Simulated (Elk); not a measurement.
## Worked example: self-consistent single point of Mg2Ge (Fm-3m, 3 atoms in the cell) in Elk

Method of the run: PBEsol, all-electron FP-LAPW, Elk's shipped species files, APW+lo basis with extra local orbitals (Elk).

The input file:

```
tasks
  0

xctype
  22

rgkmax
  7.5

gmaxvr
  14.0

nxlo
  2

lorbcnd
  .true.

lmaxi
  3

stype
  1

swidth
  0.00499791

maxscl
  100

scale
  8.446128887

avec
    0.0000000000    0.7071067812    0.7071067812
    0.7071067812    0.0000000000    0.7071067812
    0.7071067812    0.7071067812    0.0000000000

sppath
  'species/'

atoms
  2
  'Mg.in'
  2
  0.7500000000  0.7500000000  0.7500000000    0.0 0.0 0.0
  0.2500000000  0.2500000000  0.2500000000    0.0 0.0 0.0
  'Ge.in'
  1
  0.0000000000  0.0000000000  0.0000000000    0.0 0.0 0.0

ngridk
  7 7 7

vkloff
  0.5 0.5 0.5
```

Output, abridged:

```
│ Elk code version 10.2.4 │

All units are atomic (Hartree, Bohr, etc.)

│ Ground-state run starting from atomic densities │

Lattice vectors :
   0.000000000       5.972315011       5.972315011
   5.972315011       0.000000000       5.972315011
   5.972315011       5.972315011       0.000000000

Unit cell volume      :    426.0475924
Brillouin zone volume :   0.5822124520

Muffin-tin inner radius fraction :   0.1000000000E-01

Nuclei treated as point charges

Species :    1 (Mg)
 parameters loaded from : Mg.in
 name : magnesium
 nuclear charge    :   -12.00000000
 electronic charge :    12.00000000
 atomic mass :    44305.30462
 muffin-tin radius :    2.200000000
 number of radial points in muffin-tin :    397
 atomic positions (lattice), magnetic fields (Cartesian) :
   1 :  -0.25000000 -0.25000000 -0.25000000    0.00000000  0.00000000  0.00000000
   2 :   0.25000000  0.25000000  0.25000000    0.00000000  0.00000000  0.00000000

Species :    2 (Ge)
 parameters loaded from : Ge.in
 name : germanium
 nuclear charge    :   -32.00000000
 electronic charge :    32.00000000
 atomic mass :    132414.6195
 muffin-tin radius :    2.400000000
 number of radial points in muffin-tin :    497
 atomic positions (lattice), magnetic fields (Cartesian) :
   1 :   0.00000000  0.00000000  0.00000000    0.00000000  0.00000000  0.00000000

Total number of atoms per unit cell :    3

Spin treatment :
 spin-unpolarised

Number of Bravais lattice symmetries :   48
Number of crystal symmetries         :   48
Crystal has inversion symmetry
Real symmetric eigensolver will be used

k-point grid :      7     7     7
k-point offset :   0.5000000000      0.5000000000      0.5000000000
k-point set is reduced with full crystal symmetry group
Total number of k-points :       44

Muffin-tin radius times maximum |G+k| :    7.500000000
 using average radius
Maximum |G+k| for APW functions       :    3.308823529
Maximum (1/2)|G+k|²                   :    5.474156574
Maximum |G| for potential and density :    14.00000000
 potential will be trimmed for |G| > 2 gkmax
Constant for pseudocharge density :    8
Radial integration step length :    4

G-vector grid sizes :     40    40    40
Number of G-vectors :    19795

Maximum angular momentum used for
 APW functions                      :    8
 outer part of muffin-tin           :    6
 inner part of muffin-tin           :    3

Total nuclear charge    :   -56.00000000
Total core charge       :    22.00000000
Total valence charge    :    34.00000000
Total excess charge     :    0.000000000
Total electronic charge :    56.00000000

Effective Wigner radius, rₛ :    1.220095503

Number of empty states         :   12
Total number of valence states :   29
Total number of core states    :   22

Conduction state local-orbitals added automatically
Total number of local-orbitals :  218

Exchange-correlation functional :     22     0     0
 PBEsol, Phys. Rev. Lett. 100, 136406 (2008)
 gradient requirement :    1
 generalised gradient approximation (GGA)

Smearing type :    1
 Methfessel-Paxton order 1, Phys. Rev. B 40, 3616 (1989)
Smearing width :   0.4997910000E-02
Effective electronic temperature (K) :    1578.215154

Mixing type :    3
 Broyden mixing, J. Phys. A: Math. Gen. 17, L317 (1984)

Kohn-Sham potential initialised from atomic data

│ Self-consistent loop started │
│ Loop number : 1 │
 total energy                :     -2502.08869131
│ Loop number : 2 │
 total energy                :     -2502.01155842
RMS change in Kohn-Sham potential (target) :   0.6278462624     (  0.1000000000E-05)
Absolute change in total energy (target)   :   0.7713288918E-01 (  0.1000000000E-03)
│ Loop number : 3 │
 total energy                :     -2500.60921923
RMS change in Kohn-Sham potential (target) :   0.4066223466     (  0.1000000000E-05)
Absolute change in total energy (target)   :    1.421622409     (  0.1000000000E-03)
│ Loop number : 4 │
 total energy                :     -2498.66602934
RMS change in Kohn-Sham potential (target) :   0.1543788425     (  0.1000000000E-05)
Absolute change in total energy (target)   :    2.298595494     (  0.1000000000E-03)
│ Loop number : 5 │
 total energy                :     -2497.82636518
RMS change in Kohn-Sham potential (target) :   0.4344001403E-01 (  0.1000000000E-05)
Absolute change in total energy (target)   :    1.414313036     (  0.1000000000E-03)
│ Loop number : 6 │
 total energy                :     -2497.56526556
RMS change in Kohn-Sham potential (target) :   0.9581509500E-02 (  0.1000000000E-05)
Absolute change in total energy (target)   :   0.6146778740     (  0.1000000000E-03)
│ Loop number : 7 │
 total energy                :     -2497.49433940
RMS change in Kohn-Sham potential (target) :   0.8204246834E-03 (  0.1000000000E-05)
Absolute change in total energy (target)   :   0.2245956348     (  0.1000000000E-03)
│ Loop number : 8 │
 total energy                :     -2497.49325599
RMS change in Kohn-Sham potential (target) :   0.3625625666E-03 (  0.1000000000E-05)
Absolute change in total energy (target)   :   0.5723231098E-01 (  0.1000000000E-03)
│ Loop number : 9 │
 total energy                :     -2497.49285679
RMS change in Kohn-Sham potential (target) :   0.1613905149E-04 (  0.1000000000E-05)
Absolute change in total energy (target)   :   0.1470728504E-01 (  0.1000000000E-03)
│ Loop number : 10 │
 total energy                :     -2497.49251223
RMS change in Kohn-Sham potential (target) :   0.1115736206E-04 (  0.1000000000E-05)
Absolute change in total energy (target)   :   0.4021375391E-02 (  0.1000000000E-03)
│ Loop number : 11 │
 total energy                :     -2497.49203337
RMS change in Kohn-Sham potential (target) :   0.2083979135E-05 (  0.1000000000E-05)
Absolute change in total energy (target)   :   0.1484210832E-02 (  0.1000000000E-03)
│ Loop number : 12 │
 total energy                :     -2497.49203908
RMS change in Kohn-Sham potential (target) :   0.6744700569E-06 (  0.1000000000E-05)
Absolute change in total energy (target)   :   0.3653343392E-03 (  0.1000000000E-03)
│ Loop number : 13 │
 total energy                :     -2497.49205510
RMS change in Kohn-Sham potential (target) :   0.1898600345E-06 (  0.1000000000E-05)
Absolute change in total energy (target)   :   0.7531777328E-04 (  0.1000000000E-03)
Convergence targets achieved

│ Loop number : 14 │

Energies :
 Fermi                       :     0.164172490831
 sum of eigenvalues          :     -1418.59368281
 electron kinetic            :      2541.75853067
 core electron kinetic       :      2253.59719172
 Coulomb                     :     -4928.91125867
 Coulomb potential           :     -3815.95851933
 nuclear-nuclear             :     -271.380875731
 electron-nuclear            :     -5499.10224655
 Hartree                     :      841.571863609
 Madelung                    :     -3020.93199901
 xc potential                :     -144.393694147
 exchange                    :     -107.546668940
 correlation                 :     -2.79266058771
 total energy                :     -2497.49205753

Density of states at Fermi energy :    1.137848623
 (states/Hartree/unit cell)

Estimated indirect band gap :   0.9994842917E-02
 from k-point      1 to k-point     19
Estimated direct band gap   :   0.5813058452E-01
 at k-point      1

Charges :
 core                        :    22.00000000
 valence                     :    34.00000000
 interstitial                :    4.323592070
 muffin-tins (core leakage)
  species :    1 (Mg)
   atom    1                 :    10.49510238     (  0.6661338148E-15)
   atom    2                 :    10.49510238     (  0.6661338148E-15)
  species :    2 (Ge)
   atom    1                 :    30.68620318     (  0.3438339463E-03)
 total in muffin-tins        :    51.67640793
 total calculated charge     :    55.98081366
 total charge                :    56.00000000
 error                       :   0.1918633562E-01

│ Self-consistent loop stopped │
```

The run converged in 14 iterations. The count includes the last loop, which Elk runs after its targets are met.

The starting cell comes from a database of computed structures (which also holds hypothetical and non-ambient phases and stackings), without a prior relaxation at this level. Its lattice was rescaled by a random factor within 2.5 % of one. Values depend on the basis (sphere radii, cutoffs, local orbitals), which need not be converged. The shifted mesh does not hold Γ, so a gap read on it misses any band edge there.

Cost on one core of a shared machine: roughly 40 s.
